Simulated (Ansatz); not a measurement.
The reference is CsPbBr₃ in the cubic perovskite structure (space group Pm-3m, No. 221; a = 6.003 Å).

Computed with PBE (Ansatz, an electronic-structure program), spin-orbit coupling left out.

For the base:

* **Hole mass**: 0.18 mₑ (at R)
* **Pressure**: 0.00 GPa
* **Gap character**: direct at R
* **Electron mass**: 0.091, 0.84, 0.84 mₑ (at R)

Now apply this change: every lattice vector is shortened by 3.49 %; the atoms relax in the strained cell.

### Question
What does the calculation give for the hole mass after the change?

### Answer
The hole mass goes from 0.18 mₑ (at R) to 0.12 mₑ (at R).

### Question
How does this affect the pressure?

### Answer
The pressure goes from zero to 2.54 GPa.

### Question
Predict the new gap character.

### Answer
The gap character remains direct at R.

### Question
What does the calculation give for the electron mass after the change?

### Answer
The electron mass (degenerate bands, along [100]) changes from 0.091, 0.84, 0.84 mₑ (at R) to 0.073, 0.72, 0.72 mₑ (at R).

Spin-orbit coupling, missing from the scalar runs, can matter with Pb. Effective masses come from finite differences of ±0.01 Å⁻¹. No phonon test of stability was made. Many cubic perovskites are stable only at high temperature; tilts and polar distortions were not tested. This is not the structure that CsPbBr3 has at room temperature and ambient pressure.
